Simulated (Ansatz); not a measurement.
The parent structure is MgCu₂ in the cubic Laves (MgCu2 type) structure (space group Fd-3m, No. 227).

```
MgCu2
1.0
    0.00000     3.46722     3.46722
    3.46722     0.00000     3.46722
    3.46722     3.46722     0.00000
Mg Cu
2 4
Direct
  0.50000   0.50000   0.50000
  0.75000   0.75000   0.75000
  0.12500   0.62500   0.12500
  0.12500   0.12500   0.12500
  0.62500   0.12500   0.12500
  0.12500   0.12500   0.62500
```

Cartesian axes are those of the cell as printed.

Method: PBEsol in Ansatz (plane waves to 420 eV, PAW, no spin-orbit coupling).

Strains are applied to the cell and any free atomic positions relax; under biaxial strain the out-of-plane vector relaxes too.

One change was made to it. Results:

The pressure (mean of the normal stresses, compression positive) goes from zero to 8.0 GPa; the energy grows by 46 meV/atom; the volume per atom shrinks by 0.80 Å³, from 13.89 Å³ to 13.09 Å³.

Question: Which of these changes matches the shifts?
(A) uniaxial strain ε_zz = −5.98 %
(B) tensor shear ε_yz = −3.47 %
(C) biaxial strain −4.69 %, plane normal [111], relaxed out of plane

Answer: C, biaxial strain −4.69 %, plane normal [111], relaxed out of plane. For comparison, the energy relative to the base in the other runs: uniaxial strain ε_zz = −5.98 % gives +27 meV/atom; tensor shear ε_yz = −3.47 % gives +12 meV/atom.

Without a gap, meshes like the base's 12×12×12 leave anisotropic stresses uncertain by several tenths of a GPa, and small strain energies with them. No phonon test of stability was made. All final runs are without spin polarisation.

Ansatz is a first-principles code.
